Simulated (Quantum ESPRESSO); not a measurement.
Worked example: self-consistent single point of PtAu (R-3m, 2 atoms in the cell) in Quantum ESPRESSO.

Level of theory: PBEsol, SSSP 1.1.2 efficiency (PBE) pseudopotentials (plane waves; Quantum ESPRESSO 7.5).

```xyz
2
Lattice="1.4097 0.8139 4.7534 -1.4097 0.8139 4.7534 0.0000 -1.6277 4.7534" Properties=species:S:1:pos:R:3 pbc="T T T"
Pt     0.0000     0.0000     7.1301
Au     0.0000     0.0000     0.0000
```

Reference input (self-consistent single point, DFT, LDA (PZ), plane waves, GBRV 1.5 ultrasoft (LDA) pseudopotentials): ecutwfc = 40 Ry; ecutrho = 320 Ry; occupations = smearing; smearing = fermi-dirac; degauss = 0.0036749 Ry; potentials = {Pt: pt_lda_v1.4.uspp.F.UPF, Au: au_lda_v1.uspp.F.UPF}; K_POINTS = automatic 11 11 11 0 0 0; conv_thr = 1e-10 Ry; mixing_beta = 0.3. This run's input differs from it in these lines:

```diff
@@ -12,4 +12,4 @@
    ntyp = 2,
-   ecutwfc = 40,
-   ecutrho = 320,
+   ecutwfc = 60,
+   ecutrho = 480,
    occupations = 'smearing',
@@ -17,2 +17,3 @@
    degauss = 0.0036749,
+   input_dft = 'pbesol',
 /
@@ -23,4 +24,4 @@
 ATOMIC_SPECIES
-Pt   195.0840  pt_lda_v1.4.uspp.F.UPF
-Au   196.9666  au_lda_v1.uspp.F.UPF
+Pt   195.0840  pt_pbe_v1.4.uspp.F.UPF
+Au   196.9666  Au_ONCV_PBE-1.0.oncvpsp.upf
 ATOMIC_POSITIONS {bohr}
```

Output, abridged:

```
     Self-consistent Calculation

     iteration #  1     ecut=    60.00 Ry     beta= 0.30

     negative rho (up, down):  1.801E-01 0.000E+00

     total energy              =    -484.71565308 Ry
     estimated scf accuracy    <       0.61719627 Ry

     iteration #  2     ecut=    60.00 Ry     beta= 0.30

     negative rho (up, down):  1.792E-01 0.000E+00

     total energy              =    -484.73898205 Ry
     estimated scf accuracy    <       0.17250915 Ry

     iteration #  3     ecut=    60.00 Ry     beta= 0.30

     negative rho (up, down):  1.773E-01 0.000E+00

     total energy              =    -484.76606248 Ry
     estimated scf accuracy    <       0.06569766 Ry

   [... 7 blocks of this kind left out ...]

     iteration # 11     ecut=    60.00 Ry     beta= 0.30

     negative rho (up, down):  1.763E-01 0.000E+00

     total energy              =    -484.77324488 Ry
     estimated scf accuracy    <          1.4E-09 Ry

     iteration # 12     ecut=    60.00 Ry     beta= 0.30

     negative rho (up, down):  1.763E-01 0.000E+00
     End of self-consistent calculation

     Number of k-points >= 100: set verbosity='high' to print the bands.

     the Fermi energy is    20.4802 ev

!    total energy              =    -484.77324489 Ry
     estimated scf accuracy    <          8.4E-11 Ry
     smearing contrib. (-TS)   =      -0.00097816 Ry
     internal energy E=F+TS    =    -484.77226673 Ry

     convergence has been achieved in  12 iterations

     negative rho (up, down):  1.763E-01 0.000E+00

     Forces acting on atoms (cartesian axes, Ry/au):

     atom    1 type  1   force =     0.00000000    0.00000000    0.00000000
     atom    2 type  2   force =     0.00000000    0.00000000   -0.00000000

     Total force =     0.000000     Total SCF correction =     0.000000

     negative rho (up, down):  1.763E-01 0.000E+00
          total   stress  (Ry/bohr**3)                   (kbar)     P=      -62.29
  -0.00036305  -0.00000000   0.00000000          -53.41       -0.00        0.00
   0.00000000  -0.00036305  -0.00000000            0.00      -53.41       -0.00
   0.00000000  -0.00000000  -0.00054428            0.00       -0.00      -80.07

   JOB DONE.
```

The run converged in 12 iterations. Against the reference run the pressure goes from -11.16 to -6.23 GPa.

The starting cell comes from a database of computed structures (which also holds hypothetical and non-ambient phases and stackings), without a prior relaxation at this level. Spin polarisation is off. With a pressure of about -6 GPa the cell is away from its equilibrium volume at this level.

Cost on one core of a shared machine: roughly 2 min.
